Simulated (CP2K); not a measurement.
## A short convergence ladder for HgTe (C2, 6 atoms in the cell)

```
CELL_PARAMETERS angstrom
      4.64894     0.00000     0.00000
     -2.32447     4.02610     0.00000
      0.00000     0.00000    10.37678
ATOMIC_POSITIONS crystal
  Hg 0.68832 0.68832 0.00000
  Hg 0.32244 0.00000 0.66667
  Hg 0.00000 0.31168 0.33333
  Te 0.51372 0.51372 0.50000
  Te 0.48628 0.00000 0.16667
  Te 0.00000 0.48628 0.83333
```

Base method: LDA (Pade form), GPW, DZVP-MOLOPT-SR-GTH basis, GTH-PADE potentials (GTH_POTENTIALS) (CP2K).

Base settings: CUTOFF = 500 Ry; REL_CUTOFF = 60 Ry; SMEAR/METHOD = FERMI_DIRAC; ELECTRONIC_TEMPERATURE = 232.09 K; KPOINTS/SCHEME = MONKHORST-PACK 2 2 1; GAMMA_CENTERED = T; XC_FUNCTIONAL = PADE; Hg/BASIS_SET = DZVP-MOLOPT-SR-GTH-q12; Hg/POTENTIAL = GTH-PADE-q12; Te/BASIS_SET = DZVP-MOLOPT-SR-GTH-q6.

Core times come from one kind of shared machine, to one figure; runs under 30 s give none.

**The setting basis**

Level: DFT LDA (Pade form), GPW, TZV2P-MOLOPT-SR-GTH basis, GTH-PADE potentials (GTH_POTENTIALS).

Moved along: Hg/BASIS_SET, Te/BASIS_SET.

The second cell is the first with its lattice scaled by 0.98.

The mesh stays at the base's, so the ladder's end is converged at best in this setting alone.

The sets are ordered by size and need not be nested.

Only quantities that move along the ladder and can be compared are tabulated; the gap is left out on so coarse a mesh.

| basis (functions) | free energy less the last step's (meV/atom) | energy of the compressed cell less the first (meV/atom) | pressure (GPa) | largest difference of a force vector from the last step's (eV/Å) | core time / last (rough) |
|---|---|---|---|---|---|
| SZV-MOLOPT-SR-GTH-q12; SZV-MOLOPT-SR-GTH-q6 (39) | 411.73 | 62.04 | 3.32 | 0.561 | – |
| DZVP-MOLOPT-SR-GTH-q12; DZVP-MOLOPT-SR-GTH-q6 (114) | 21.23 | 24.17 | 0.46 | 0.045 | 1 |
| TZVP-MOLOPT-SR-GTH-q12; TZVP-MOLOPT-SR-GTH-q6 (153) | 7.59 | 22.57 | 0.35 | 0.008 | 0.8 |
| TZV2P-MOLOPT-SR-GTH-q12; TZV2P-MOLOPT-SR-GTH-q6 (189) | 0.00 | 21.79 | 0.28 | 0.000 | 1 |

Coarsest basis (functions) that holds the forces within 0.02 eV/Å of the last step, with all finer ones: TZVP-MOLOPT-SR-GTH-q12; TZVP-MOLOPT-SR-GTH-q6 (153); the step before is off by 0.045 eV/Å.

Coarsest basis (functions) that holds the energy of the compressed cell less the first within 2 meV/atom of the last step, with all finer ones: TZVP-MOLOPT-SR-GTH-q12; TZVP-MOLOPT-SR-GTH-q6 (153); the step before is off by 2.4 meV/atom.

Coarsest basis (functions) that holds the pressure within 1 GPa of the last step, with all finer ones: DZVP-MOLOPT-SR-GTH-q12; DZVP-MOLOPT-SR-GTH-q6 (114); the step before is off by 3.0 GPa.

On the base run: the starting cell comes from a database of computed structures (which also holds hypothetical and non-ambient phases and stackings), without a prior relaxation at this level. Its lattice was rescaled by up to half a per cent. One atom was moved a little off its site on purpose. Values carry the incompleteness of an atom-centred basis.
